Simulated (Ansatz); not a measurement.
## Effect of tensor shear ε_xy = +2.90 % on TiSi2

Base system: TiSi$_{2}$ (space group Cmcm, No. 63; a = 3.5149 Å, b = 13.3480 Å, c = 3.5571 Å). Axes: x, y, z lie along a, b, c of the conventional cell.

The change: tensor shear ε_xy = +2.90 % (engineering shear γ = 0.0580); the atoms relax in the strained cell.

Calculations: PBEsol (Ansatz, an electronic-structure program), no spin-orbit coupling. Γ-centred 14×14×13 mesh, Fermi–Dirac width 0.05 eV.

- Volume per atom = 13.90 Å³ (base 13.91 Å³)
- Space group = P2_1/m (No. 11) (base Cmcm (No. 63))
- Shortest interatomic distance = 2.398 Å (base 2.394 Å)
- Energy relative to the base (free energy F) = +18 meV/atom
- Pressure (mean of the normal stresses, compression positive) = 0.5 GPa (base 0.0 GPa)
- Band gap = zero (base zero)
- Stress (xx, yy, zz, yz, xz, xy; compression positive) = (0.9, 0.6, 0.1, 0.0, 0.0, -7.0) GPa (rough)

Final structure:

```yaml
crystal:
  lattice:
    - [1.56389, -6.62302, 0.00000]
    - [1.95098, 6.72495, 0.00000]
    - [0.00000, 0.00000, 3.55712]
  atoms:
    - { symbol: Si, position: [0.94316, 0.06353, 0.75000] }
    - { symbol: Si, position: [0.05684, 0.93647, 0.25000] }
    - { symbol: Si, position: [0.25205, 0.75059, 0.75000] }
    - { symbol: Si, position: [0.74795, 0.24941, 0.25000] }
    - { symbol: Ti, position: [0.60233, 0.39753, 0.75000] }
    - { symbol: Ti, position: [0.39767, 0.60247, 0.25000] }
```

Cost of the whole job for the changed cell (relaxation, final SCF and bands): about 5 core-minutes (a rough figure).

Without a gap, meshes like the base's 14×14×13 leave anisotropic stresses uncertain by several tenths of a GPa, and small strain energies with them. No phonon test of stability was made. All final runs are without spin polarisation.
